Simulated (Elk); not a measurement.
Elk 10.2.4, DFT, PBE, spin-polarised, all-electron FP-LAPW, Elk's shipped species files: a generated cell (prototype structure at a guessed volume, not a measured phase) of Gd2Ru (space group Fd-3m) (Gd4Ru2), 6 atoms, spin-polarised from a ferromagnetic start. Basis and mesh were picked for this test and aren't claimed converged.

cell: 6.80, 6.80, 6.80 Å; 60, 60, 60°
task: ground state
xctype: 20
spinpol: true
reducebf: 0.5
swidth: 0.004 Hartree
k mesh (ngridk): 4×4×4
maxscl: 100
rgkmax: 7 (default)
empty states an atom (nempty): 4 (default)
epspot (Hartree): 1e-06 (default)
epsengy (Hartree): 0.0001 (default)
k-points after symmetry (for each spin): 8
largest matrix size: 588
valence states: 152

One run each.

All on 4 threads, 1 BLAS thread. Base settings, kept where nothing else is said: mixtype = 3 (default), mixsdb = 5 (default), broydpm = [0.4, 0.15] (default), tefvit = false (default) (beta0, autolinengy not set). The settings tried:
- mixsdb = 2
- mixsdb = 3
- mixtype = 0, beta0 = 0.3
- broydpm = [0.7, 0.15]
- broydpm = [0.05, 0.15]
- broydpm = [0.2, 0.15]
- mixtype = 1, beta0 = 0.1
- tefvit = true
- broydpm = [0.4, 0.01]
- mixtype = 1, beta0 = 0.05 (default)
- broydpm = [0.4, 0.5]
- mixtype = 1, beta0 = 0.01
- mixsdb = 12
- mixsdb = 8
- broydpm = [0.1, 0.15]
- autolinengy = true
- mixsdb = 20
- the base settings
- mixtype = 0, beta0 = 0.1

Question: Predict which of these converge in the fewest self-consistent loops.

Answer: Fewest self-consistent loops, with those close behind: the base settings (45); broydpm = [0.4, 0.01] (49). Most among those that reach the base run's result: broydpm = [0.05, 0.15] (91). No convergence: mixtype = 1, beta0 = 0.05 (default) (without self-consistency in 100 loops); mixtype = 1, beta0 = 0.1 (without self-consistency in 100 loops); mixtype = 1, beta0 = 0.01 (without self-consistency in 100 loops); mixtype = 0, beta0 = 0.1 (without self-consistency in 100 loops); mixtype = 0, beta0 = 0.3 (without self-consistency in 100 loops); mixsdb = 2 (without self-consistency in 100 loops); broydpm = [0.4, 0.5] (without self-consistency in 100 loops); tefvit = true (without self-consistency in 100 loops). Converged, but to another result than the base run: mixsdb = 3 (off by energy 54 meV/atom, site moment sizes 1.3 μB; the energy is the higher one); mixsdb = 8 (off by energy 54 meV/atom, site moment sizes 1.3 μB; the energy is the higher one); mixsdb = 12 (off by energy 37 meV/atom, site moment sizes 0.15 μB; the energy is the higher one); mixsdb = 20 (off by energy 54 meV/atom, site moment sizes 1.3 μB; the energy is the higher one); broydpm = [0.2, 0.15] (off by energy 36 meV/atom, site moment sizes 0.15 μB; the energy is the higher one); autolinengy = true (off by energy 3.1 meV/atom, site moment sizes 0.0019 μB; the energy is the higher one).

| setting | self-consistent loops | end |
|---|---|---|
| autolinengy = true | 42 | other result |
| the base settings | 45 | converged |
| mixsdb = 8 | 48 | other result |
| broydpm = [0.4, 0.01] | 49 | converged |
| broydpm = [0.2, 0.15] | 51 | other result |
| mixsdb = 20 | 52 | other result |
| broydpm = [0.1, 0.15] | 55 | converged |
| broydpm = [0.7, 0.15] | 60 | converged |
| mixsdb = 3 | 80 | other result |
| mixsdb = 12 | 90 | other result |
| broydpm = [0.05, 0.15] | 91 | converged |
| mixtype = 1, beta0 = 0.05 (default) | 100 | not converged |
| mixtype = 1, beta0 = 0.1 | 100 | not converged |
| mixtype = 1, beta0 = 0.01 | 100 | not converged |
| mixtype = 0, beta0 = 0.1 | 100 | not converged |
| mixtype = 0, beta0 = 0.3 | 100 | not converged |
| mixsdb = 2 | 100 | not converged |
| broydpm = [0.4, 0.5] | 100 | not converged |
| tefvit = true | 100 | not converged |

An iteration's cost differs between solvers, so these counts don't give the time.
